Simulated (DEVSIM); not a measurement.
System: abrupt Si n-p junction, at 500 K.

```tsv
layer (left to right)	material	thickness (μm)	Nd (cm⁻³)	Na (cm⁻³)	τn (s)	τp (s)
1	Si	17.0	2.2e18	-	2.2e-5	2.2e-5
2	Si	0.880	-	2.6e15	2.2e-5	2.2e-5
```

Left contact: ohmic. Right contact: ohmic. Voltage is applied to the left contact. Recombination: SRH at mid-gap, Auger. Mobility is μmin + (μ − μmin)/(1 + (N/Nref)^α).

This is a model device: material constants are rounded textbook-type values typed into the input, and sizes, dopings and lifetimes were drawn at random. Values at 300 K; Nc and Nv go as T^1.5, mobilities as T to minus their exponent, the gap by Varshni's rule with the affinity fixed.

```csv
parameter,Si
gap (eV),1.124
affinity (eV),4.05
permittivity,11.7
Nc (cm⁻³),2.86e19
Nv (cm⁻³),3.1e19
μn (cm²/Vs),1417
μp (cm²/Vs),470
"μn,min",52
"μp,min",45
"Nref,n",9.7e16
"Nref,p",2.2e17
αn,0.68
αp,0.72
T exponent of μn,2.3
T exponent of μp,2.2
Cn (cm⁶/s),2.8e-31
Cp (cm⁶/s),9.9e-32
Varshni α (eV/K),0.000473
Varshni β (K),636
```

Simulated with DEVSIM: 1D drift-diffusion, Boltzmann statistics, complete ionisation; no tunnelling, impact ionisation, image-force lowering or self-heating.

### Question
Tabulate band edges, carrier densities and field at zero bias.

### Answer
Energies count from the Fermi level of the right contact; mesh points crowd at the junctions.

```csv
x (μm),Ec (eV),Ev (eV),n (cm⁻³),p (cm⁻³),field (V/cm)
0.000,0.144,-0.922,2.2e18,3.4e10,≈ 0
0.02809,0.144,-0.922,2.2e18,3.4e10,≈ 0
0.08897,0.144,-0.922,2.2e18,3.4e10,≈ 0
0.2311,0.144,-0.922,2.2e18,3.4e10,≈ 0
0.6818,0.144,-0.922,2.2e18,3.4e10,≈ 0
1.506,0.144,-0.922,2.2e18,3.4e10,≈ 0
3.429,0.144,-0.922,2.2e18,3.4e10,≈ 0
9.166,0.144,-0.922,2.2e18,3.4e10,≈ 0
13.54,0.144,-0.922,2.2e18,3.4e10,≈ 0
15.42,0.144,-0.922,2.2e18,3.4e10,≈ 0
16.28,0.144,-0.922,2.2e18,3.4e10,≈ 0
16.77,0.144,-0.922,2.2e18,3.4e10,≈ 0
16.91,0.144,-0.922,2.2e18,3.4e10,≈ 0
16.97,0.144,-0.922,2.2e18,3.4e10,29
17.00,0.232,-0.834,2.9e17,2.6e11,64000
17.04,0.346,-0.720,2.0e16,3.7e12,22000
17.11,0.450,-0.615,1.8e15,4.2e13,11000
17.25,0.565,-0.501,1.3e14,6.0e14,5100
17.61,0.626,-0.439,3.0e13,2.5e15,230
17.77,0.628,-0.437,2.9e13,2.6e15,59
17.84,0.628,-0.437,2.9e13,2.6e15,37
17.88,0.628,-0.437,2.9e13,2.6e15,34
```
